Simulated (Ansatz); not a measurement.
# How far to go with the plane-wave cutoff: Ge2W (I4mm, 3 atoms in the cell)

```yaml
crystal:
  lattice:
    - [-1.67060, 1.67060, 4.10924]
    - [1.67060, -1.67060, 4.10924]
    - [1.67060, 1.67060, -4.10924]
  atoms:
    - { symbol: Ge, position: [0.34367, 0.34367, 0.00000] }
    - { symbol: Ge, position: [0.66241, 0.66241, 0.00000] }
    - { symbol: W, position: [0.00000, 0.00000, 0.00000] }
```

Method of the run: PBEsol, default PAW files made with PBE (plane waves; Ansatz, an electronic-structure program).

Base settings: basis.ecutwfc = 420 eV; kpoints.mp_grid.grid = 8 8 8; hamiltonian.xc = pbesol; hamiltonian.pseudopotentials = {kind: paw} (the program's default PAW files); scf.occupations.method = gaussian; scf.occupations.width = 0.1 eV.

The second cell is the first with its lattice scaled by 0.98.

The mesh stays at the base's, so the ladder's end is converged at best in this setting alone.

The first pressure column holds Ansatz's estimate of the finite-basis (Pulay) stress, which hides part of the cutoff error; the other is without it.

Only quantities that move along the ladder and can be compared are tabulated.

The count of work is k-points × plane waves × bands × iterations; it is no time. 

The starting cell comes from a database of computed structures (which also holds hypothetical and non-ambient phases and stackings), without a prior relaxation at this level. Its lattice was rescaled by up to half a per cent. One atom was moved a little off its site on purpose. Spin polarisation is off. In the base run, with a pressure of about -4 GPa the cell is away from its equilibrium volume at this level.

Steps (basis.ecutwfc): 145 eV; 170 eV; 190 eV; 210 eV; 230 eV; 250 eV; 295 eV; 335 eV; 380 eV; 420 eV; 460 eV; 505 eV; 565 eV; 630 eV; 735 eV; 840 eV; 1010 eV.

### Question
What is the coarsest basis.ecutwfc that holds the free energy within 5 meV/atom of the last step, with all finer ones?

### Answer
380 eV, at 0.23 of the last step's count of work; the step before is off by 16 meV/atom.

### Question
What is the coarsest basis.ecutwfc that holds the forces within 0.01 eV/Å of the last step, with all finer ones?

### Answer
335 eV, at 0.17 of the last step's count of work; the step before is off by 0.013 eV/Å.

### Question
What is the coarsest basis.ecutwfc that holds the pressure without the Pulay estimate within 1 GPa of the last step, with all finer ones?

### Answer
380 eV, at 0.23 of the last step's count of work; the step before is off by 1.9 GPa.

| basis.ecutwfc | free energy less the last step's (meV/atom) | energy of the compressed cell less the first (meV/atom) | pressure (GPa) | pressure without the Pulay estimate (GPa) | largest difference of a force vector from the last step's (eV/Å) | count of work / last |
|---|---|---|---|---|---|---|
| 145 eV | 44014.33 | -248.20 | -20.23 | -1497.51 | 4.816 | 0.090 |
| 170 eV | 19219.64 | -6.54 | -0.51 | -779.50 | 0.961 | 0.083 |
| 190 eV | 9735.53 | -56.38 | -10.88 | -459.46 | 0.557 | 0.11 |
| 210 eV | 4783.90 | 21.23 | -10.00 | -264.55 | 0.281 | 0.12 |
| 230 eV | 2273.86 | -11.36 | -5.67 | -147.01 | 0.131 | 0.12 |
| 250 eV | 1017.72 | 7.17 | -2.19 | -77.49 | 0.144 | 0.14 |
| 295 eV | 128.55 | 13.84 | -3.44 | -16.64 | 0.013 | 0.19 |
| 335 eV | 15.75 | 10.96 | -3.86 | -5.85 | 0.008 | 0.17 |
| 380 eV | 2.25 | 10.53 | -3.94 | -4.08 | 0.002 | 0.23 |
| 420 eV | 1.28 | 10.41 | -3.95 | -4.00 | 0.000 | 0.26 |
| 460 eV | 0.71 | 10.39 | -3.96 | -4.00 | 0.000 | 0.30 |
| 505 eV | 0.31 | 10.38 | -3.96 | -3.97 | 0.000 | 0.35 |
| 565 eV | 0.15 | 10.39 | -3.96 | -3.96 | 0.000 | 0.40 |
| 630 eV | 0.10 | 10.38 | -3.96 | -3.96 | 0.000 | 0.49 |
| 735 eV | 0.04 | 10.38 | -3.96 | -3.96 | 0.000 | 0.62 |
| 840 eV | 0.02 | 10.38 | -3.96 | -3.96 | 0.000 | 0.74 |
| 1010 eV | 0.00 | 10.38 | -3.96 | -3.96 | 0.000 | 1.0 |

The energy difference between the two cells stays within 1 meV/atom of the last step's from 335 eV on, the total only from 460 eV on: much of the error is common to both cells and cancels.

At the lowest cutoff the pressure without the Pulay estimate lies 1490 GPa under the last step's, the usual sign of Pulay stress in an incomplete plane-wave basis.

Keys are those of Ansatz 0.2.
